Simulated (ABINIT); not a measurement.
Input and output of a self-consistent single point for Ca3Mg (I4/mmm, 4 atoms in the cell) (ABINIT)

Method of the run: LDA (PW92), PAW (JTH v2.0 LDA PAW) (plane waves; ABINIT).

Input as run:

```
# Ca3Mg, JTH v2.0 LDA PAW
pp_dirpath "./"
pseudos "Ca.LDA_PW-JTH.xml, Mg.LDA_PW-JTH.xml"
acell 6.6228700057 6.6228700057 6.6228700057 Angstrom
rprim
        -0.4076022929    0.4076022929    0.8171418124
         0.4076022929   -0.4076022929    0.8171418124
         0.4076022929    0.4076022929   -0.8171418124
natom 4
ntypat 2
znucl 20 12
typat 1 1 1 2
xcart
        -0.0000000000   -0.0000000000   10.2268651947
         5.1013100042   -0.0000000000    5.1134325973
        -0.0000000000    5.1013100042    5.1134325973
         0.0000000000    0.0000000000    0.0000000000
ecut 40 Ry
pawecutdg 80 Ry
pawxcdev 0
occopt 3
tsmear 0.00183747
nband 27
kptopt 1
ngkpt 7 7 7
nshiftk 1
shiftk 0 0 0
nstep 100
toldfe 1.0e-09
prtwf 0
prtden 0
enunit 2
```

The program printed (abridged):

```
 Symmetries : space group I4/m m m (#139); Bravais tI (body-center tetrag.)

 -outvars: echo values of preprocessed input variables --------
            acell      1.2515410524E+01  1.2515410524E+01  1.2515410524E+01 Bohr
             ecut      2.00000000E+01 Hartree
           enunit           2
              ixc       -1012
         kptrlatt        7    0    0      0    7    0      0    0    7
          kptrlen      7.14183404E+01
            natom           4
            nband          27
            ngfft          54      54      54
          ngfftdg          72      72      72
             nkpt          40
            nstep         100
             nsym          16
           ntypat           2
           occopt           3
        pawecutdg      4.00000000E+01 Hartree
         pawxcdev           0
            rprim     -4.0760229290E-01  4.0760229290E-01  8.1714181240E-01
                       4.0760229290E-01 -4.0760229290E-01  8.1714181240E-01
                       4.0760229290E-01  4.0760229290E-01 -8.1714181240E-01
          spgroup         139
           toldfe      1.00000000E-09 Hartree
           tsmear      1.83747000E-03 Hartree
            typat      1  1  1  2
           useylm           1
             xred      5.0000000000E-01  5.0000000000E-01  0.0000000000E+00
                       2.5000000000E-01  7.5000000000E-01  5.0000000000E-01
                       7.5000000000E-01  2.5000000000E-01  5.0000000000E-01
                       0.0000000000E+00  0.0000000000E+00  0.0000000000E+00
            znucl       20.00000   12.00000

== DATASET  1 ==================================================================

 Real(R)+Recip(G) space primitive vectors, cartesian coordinates (Bohr,Bohr^-1):
 R(1)= -5.1013100  5.1013100 10.2268652  G(1)=  0.0000000  0.0980140  0.0488908
 R(2)=  5.1013100 -5.1013100 10.2268652  G(2)=  0.0980140  0.0000000  0.0488908
 R(3)=  5.1013100  5.1013100-10.2268652  G(3)=  0.0980140  0.0980140  0.0000000
 Unit cell volume ucvol=  1.0645497E+03 bohr^3
 Angles (23,13,12)=  1.31891393E+02  1.31891393E+02  7.04006135E+01 degrees

 Coarse grid specifications (used for wave-functions):

 getcut: wavevector=  0.0000  0.0000  0.0000  ngfft=  54  54  54
         ecut(hartree)=     20.000   => boxcut(ratio)=   2.14323

 Fine grid specifications (used for densities):

 getcut: wavevector=  0.0000  0.0000  0.0000  ngfft=  72  72  72
         ecut(hartree)=     40.000   => boxcut(ratio)=   2.02066

   2.39852197E+03                                ecore*ucvol(ha*bohr**3)

_setup2: Arith. and geom. avg. npw (full set) are    4547.933    4547.924

--- !BeginCycle
solver: {iscf: 17, nstep: 100, nline: 4, wfoptalg: 10, }
tolerances: {toldfe: 1.00E-09, }
...

     iter   Etot(hartree)      deltaE(h)  residm     nres2
 ETOT  1  -171.46345518253    -1.715E+02 3.550E+00 6.142E+00
 ETOT  2  -174.75958492566    -3.296E+00 3.485E-02 3.241E+00
 ETOT  3  -174.74963418035     9.951E-03 1.693E-02 7.048E-01
 ETOT  4  -174.74752302529     2.111E-03 6.851E-03 2.560E-02
 ETOT  5  -174.74749079875     3.223E-05 3.213E-03 5.039E-03
 ETOT  6  -174.74747291822     1.788E-05 3.028E-03 2.133E-04
 ETOT  7  -174.74747280330     1.149E-07 1.861E-03 1.473E-05
 ETOT  8  -174.74747280012     3.177E-09 2.623E-03 4.355E-06
 ETOT  9  -174.74747279149     8.624E-09 1.950E-03 2.077E-07
 ETOT 10  -174.74747279082     6.722E-10 1.398E-03 8.864E-09
 ETOT 11  -174.74747279086    -3.732E-11 1.296E-03 1.318E-09

 At SCF step   11, etot is converged :
  for the second time, diff in etot=  3.732E-11 < toldfe=  1.000E-09

 Cartesian components of stress tensor (hartree/bohr^3)
  sigma(1 1)=  9.91961639E-05  sigma(3 2)=  0.00000000E+00
  sigma(2 2)=  9.91961639E-05  sigma(3 1)=  0.00000000E+00
  sigma(3 3)=  9.91617563E-05  sigma(2 1)=  0.00000000E+00

 ----iterations are completed or convergence reached----

 reduced coordinates (array xred) for    4 atoms
       0.500000000000      0.500000000000      0.000000000000
       0.250000000000      0.750000000000      0.500000000000
       0.750000000000      0.250000000000      0.500000000000
       0.000000000000      0.000000000000      0.000000000000
 cartesian forces (eV/Angstrom) at end:
    1      0.00000000000000     0.00000000000000    -0.00000000000000
    2     -0.00000000000000    -0.00000000000000     0.00000000000000
    3      0.00000000000000     0.00000000000000    -0.00000000000000
    4      0.00000000000000     0.00000000000000    -0.00000000000000
 frms,max,avg= 7.1869019E-29 1.7295275E-28   0.000E+00  0.000E+00  0.000E+00 e/A
 length scales= 12.515410524476 12.515410524476 12.515410524476 bohr
              =  6.622870005700  6.622870005700  6.622870005700 angstroms
 Fermi (or HOMO) energy (hartree) =   0.11022   Average Vxc (hartree)=  -0.28835
 Eigenvalues (hartree) for nkpt=  40  k points:
 kpt#   1, nband= 27, wtk=  0.00292, kpt=  0.0000  0.0000  0.0000 (reduced coord)
  -2.66199   -1.46458   -1.46458   -1.46441   -1.42210   -1.42068   -1.42028   -0.73406
  -0.73216   -0.73216   -0.73203   -0.73203   -0.73018   -0.72934   -0.72879   -0.72879
  -0.05160    0.09393    0.10892    0.12426    0.12426    0.14020    0.14188    0.14465
   0.15260    0.15260    0.18911
      occupation numbers for kpt#   1
   2.00000    2.00000    2.00000    2.00000    2.00000    2.00000    2.00000    2.00000
   2.00000    2.00000    2.00000    2.00000    2.00000    2.00000    2.00000    2.00000
   2.00000    1.99972    1.33846    0.00096    0.00096    0.00000    0.00000    0.00000
   0.00000    0.00000    0.00000
 prteigrs : prtvol=0 or 1, do not print more k-points.

 Fermi (or HOMO) energy (eV) =   2.99914   Average Vxc (eV)=  -7.84646
 Eigenvalues (   eV  ) for nkpt=  40  k points:
 kpt#   1, nband= 27, wtk=  0.00292, kpt=  0.0000  0.0000  0.0000 (reduced coord)
 -72.43647  -39.85318  -39.85318  -39.84860  -38.69732  -38.65858  -38.64779  -19.97468
 -19.92296  -19.92296  -19.91964  -19.91964  -19.86927  -19.84630  -19.83139  -19.83139
  -1.40413    2.55588    2.96391    3.38137    3.38137    3.81490    3.86074    3.93608
   4.15247    4.15247    5.14600
 prteigrs : prtvol=0 or 1, do not print more k-points.

--- !EnergyTerms
comment             : Components of total free energy in Hartree
kinetic             :  3.38942756432056E+01
hartree             :  4.79690006472197E+01
xc                  : -1.43625260948344E+01
Ewald energy        : -8.98050817639781E+01
psp_core            :  2.25308584781526E+00
local_psp           : -1.54105647729075E+02
spherical_terms     : -5.89177756484391E-01
internal            : -1.74746071206132E+02
'-kT*entropy'       : -1.40415535493539E-03
total_energy        : -1.74747475361487E+02
total_energy_eV     : -4.75512063062731E+03
...

-Cartesian components of stress tensor (GPa)         [Pressure= -2.9181E+00 GPa]
- sigma(1 1)=  2.91845141E+00  sigma(3 2)=  0.00000000E+00
- sigma(2 2)=  2.91845141E+00  sigma(3 1)=  0.00000000E+00
- sigma(3 3)=  2.91743910E+00  sigma(2 1)=  0.00000000E+00

 Calculation completed.
```

The run converged in 11 iterations.

The starting cell comes from a database of computed structures (which also holds hypothetical and non-ambient phases and stackings), without a prior relaxation at this level. Its lattice was rescaled by a random factor within 2.5 % of one.

Cost on one core of a shared machine: roughly 4 min.
